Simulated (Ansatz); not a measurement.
**Pressure series in hypothetical cubic perovskite CaHfSe3**

Take CaHfSe₃ in the cubic perovskite structure (space group Pm-3m, No. 221; a = 5.189 Å; a hypothetical phase, not in the database extracts checked) as the base.

Cell and atoms are relaxed at each pressure.

Method: DFT with PBE, PAW potentials and a 420 eV plane-wave cutoff in Ansatz (an electronic-structure program), spin-orbit coupling left out.

```
variant           width of the top valence band  band gap  lattice parameter a
----------------  -----------------------------  --------  -------------------
base                                    1.34 eV   0.23 eV              5.189 Å
pressure −2 GPa                         1.30 eV   0.29 eV              5.248 Å
pressure −1 GPa                         1.32 eV   0.26 eV              5.217 Å
pressure 0.3 GPa                        1.34 eV   0.22 eV              5.181 Å
pressure 0.7 GPa                        1.35 eV   0.21 eV              5.170 Å
pressure 1.5 GPa                        1.37 eV   0.18 eV              5.150 Å
pressure 3 GPa                          1.39 eV   0.14 eV              5.115 Å
pressure 5 GPa                          1.42 eV   0.08 eV              5.072 Å
pressure 7.5 GPa                              –      zero              5.024 Å
pressure 10 GPa                               –      zero              4.981 Å
```

A case with no gap was solved on a k-mesh chosen for an insulator, which is coarse for it. Spin-orbit coupling, missing from the scalar runs, can matter with Hf. Load acts through the strain it causes; cell and atoms are relaxed under it. Stability against distortions was not tested. Competing high-pressure phases were not computed. All final runs are without spin polarisation. Many cubic perovskites are stable only at high temperature; tilts and polar distortions were not tested. A zero or small gap of CaHfSe3 can be the functional's error rather than a property of the material.
